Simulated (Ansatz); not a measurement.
Cubic perovskite RbMnF3, treated with HSE06 in Ansatz (PAW).

Run with plane-wave cutoff 460 eV, 6×6×6 k mesh, Fermi–Dirac smearing 0.01 eV, spin-polarised start, scalar-relativistic PAW data made under PBE.

Results at a series of volumes:

```tsv
V (Å³/atom)	E − E_lowest (meV/atom)
14.725	8.82
15.112	2.07
15.601	0.00
15.887	1.70
16.275	6.96
```

### Question
Estimate the bulk modulus and its pressure derivative from these points.

### Answer
V0 = 15.509 Å³/atom, B0 = 65.5 GPa, B′ = 4.6 (fit to the energies at full precision).

Measured, for comparison: equilibrium volume per atom 15.24 Å³/atom (room temperature, no zero-point or thermal correction; as tabulated in Dubrovin et al. (2021), arXiv:2110.13026). Computed (rounded) less measured: equilibrium volume per atom +1.8 %.

Note: the magnetic order was assumed, not searched for or taken from measurement; the relaxation could not lower the start's symmetry, so the cell can be a saddle point above a distorted one.

The result took around 40 core-minutes (rough).

Ansatz is an electronic-structure program.
